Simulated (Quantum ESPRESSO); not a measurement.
A user runs Quantum ESPRESSO on NiS (R3m, 6 atoms in the cell) and asks whether the run is sound. The aim is a self-consistent single point with DFT, LDA (PZ), plane waves, PSlibrary ultrasoft (LDA) pseudopotentials.

Cell that was meant: a = 5.6519 Å, b = 5.6519 Å, c = 5.6519 Å, α = 116.63°, β = 116.63°, γ = 116.63°.

Part of the input:

```fortran
   smearing = 'marzari-vanderbilt'
   degauss = 0.0036749
   nspin = 2
   starting_magnetization(1) = 0.333
/
&electrons
   conv_thr = 1.0d-9
   mixing_beta = 0.4
/
ATOMIC_SPECIES
Ni    58.6934  S.pz-n-rrkjus_psl.1.0.0.UPF
S     32.0600  Ni.pz-n-rrkjus_psl.1.0.0.UPF
ATOMIC_POSITIONS crystal
Ni  0.000190000    0.263620000    0.000190000
Ni  0.000190000    0.000190000    0.263620000
Ni  0.263620000    0.000190000    0.000190000
S   0.728800000    0.391600000    0.728800000
S   0.728800000    0.728800000    0.391600000
S   0.391600000    0.728800000    0.728800000
K_POINTS automatic
7 7 7  1 1 1
CELL_PARAMETERS angstrom
```

The program printed (abridged):

```
     file Ni.pz-n-rrkjus_psl.1.0.0.UPF: wavefunction(s)  3D renormalized
     Message from routine setup:
   [... lines left out ...]
        k(    1) = (   0.0000000   0.0000000   0.3844961), wk =   0.0058309
        k(    2) = (   0.0000000  -0.0969253   0.6408269), wk =   0.0174927
        k(    3) = (   0.0000000  -0.1938506   0.8971577), wk =   0.0174927
   [... 41 lines left out ...]

     Dense  grid:    49895 G-vectors     FFT dimensions: (  60,  60,  60)

     Smooth grid:    27117 G-vectors     FFT dimensions: (  50,  50,  50)

     Initial potential from superposition of free atoms

     starting charge      47.9993, renormalised to      48.0000
     Self-consistent Calculation

     iteration #  1     ecut=    50.00 Ry     beta= 0.40

     total energy              =    -362.47969772 Ry
     estimated scf accuracy    <       1.82098167 Ry

     total magnetization       =     1.31 Bohr mag/cell
     absolute magnetization    =     1.37 Bohr mag/cell

     iteration #  2     ecut=    50.00 Ry     beta= 0.40

     total energy              =    -362.70747023 Ry
     estimated scf accuracy    <       7.08249543 Ry

     total magnetization       =     1.05 Bohr mag/cell
     absolute magnetization    =     1.05 Bohr mag/cell

   [... lines left out ...]

     total magnetization       =    -0.00 Bohr mag/cell
     absolute magnetization    =     0.00 Bohr mag/cell

     iteration # 17     ecut=    50.00 Ry     beta= 0.40

     Magnetic moment per site  (integrated on atomic sphere of radius R)
     atom   1 (R=0.165)  charge=  3.6894  magn= -0.0000
     atom   2 (R=0.165)  charge=  3.6894  magn= -0.0000
     atom   3 (R=0.165)  charge=  3.6894  magn= -0.0000
     atom   4 (R=0.165)  charge=  8.2441  magn=  0.0000
     atom   5 (R=0.165)  charge=  8.2441  magn=  0.0000
     atom   6 (R=0.165)  charge=  8.2441  magn=  0.0000
     End of self-consistent calculation

     the Fermi energy is    10.4404 ev

!    total energy              =    -363.45647074 Ry
     estimated scf accuracy    <          6.9E-10 Ry
     smearing contrib. (-TS)   =      -0.00012006 Ry
     internal energy E=F+TS    =    -363.45635068 Ry

     total magnetization       =    -0.00 Bohr mag/cell
     absolute magnetization    =     0.00 Bohr mag/cell

     convergence has been achieved in  17 iterations

     Forces acting on atoms (cartesian axes, Ry/au):

     atom    1 type  1   force =    -0.10766784    0.06216206   -0.01188156
     atom    2 type  1   force =     0.00000000   -0.12432411   -0.01188156
     atom    3 type  1   force =     0.10766784    0.06216206   -0.01188156
   [... lines left out ...]

     Total force =     0.218676     Total SCF correction =     0.000113

          total   stress  (Ry/bohr**3)                   (kbar)     P=      -44.51
  -0.00022381  -0.00000000   0.00000000          -32.92       -0.00        0.00
   0.00000000  -0.00022381   0.00000000            0.00      -32.92        0.00
   0.00000000   0.00000000  -0.00046016            0.00        0.00      -67.69

   JOB DONE.
```

### Question
Is anything amiss in this input, and did it matter?

### Answer
The run is not sound. The fault is potential files assigned to the wrong elements. Each file describes one element; swapped files give the atoms the wrong cores and charges. To fix it, match the files to the elements. The run converged in 17 iterations without an error; against the sound input the pressure goes from -12.09 to -4.45 GPa and the largest force goes from 0.263 to 3.211 eV/Å. The full log also holds: “c_bands:  1 eigenvalues not converged”.

An input that runs soundly differs in these lines (not the only fix; some lines may just follow from the change or write a value another way):
```diff
-   starting_magnetization(1) = 0.333
+   starting_magnetization(1) = 0.200
-Ni    58.6934  S.pz-n-rrkjus_psl.1.0.0.UPF
-S     32.0600  Ni.pz-n-rrkjus_psl.1.0.0.UPF
+Ni    58.6934  Ni.pz-n-rrkjus_psl.1.0.0.UPF
+S     32.0600  S.pz-n-rrkjus_psl.1.0.0.UPF
-Ni  0.000190000    0.263620000    0.000190000
-Ni  0.000190000    0.000190000    0.263620000
-Ni  0.263620000    0.000190000    0.000190000
-S   0.728800000    0.391600000    0.728800000
-S   0.728800000    0.728800000    0.391600000
-S   0.391600000    0.728800000    0.728800000
+Ni    0.000190000    0.263620000    0.000190000
+Ni    0.000190000    0.000190000    0.263620000
+Ni    0.263620000    0.000190000    0.000190000
+S     0.728800000    0.391600000    0.728800000
+S     0.728800000    0.728800000    0.391600000
+S     0.391600000    0.728800000    0.728800000
```

With that input, the run converged in 14 iterations: free energy E − TS -4948.3005 eV; Fermi level (on the code's own zero) 10.26 eV; pressure -12.09 GPa; largest force (vector length) 0.263 eV/Å; size of the cell's spin moment 0.00 μB (DFT, LDA (PZ), plane waves, PSlibrary ultrasoft (LDA) pseudopotentials).

On the sound input: the starting cell comes from a database of published, mostly measured structures (it also holds non-ambient and calculated ones), without a prior relaxation at this level. The starting moments vanished: the run ended non-magnetic, which need not be the lowest state. With a pressure of about -12 GPa the cell is away from its equilibrium volume at this level.
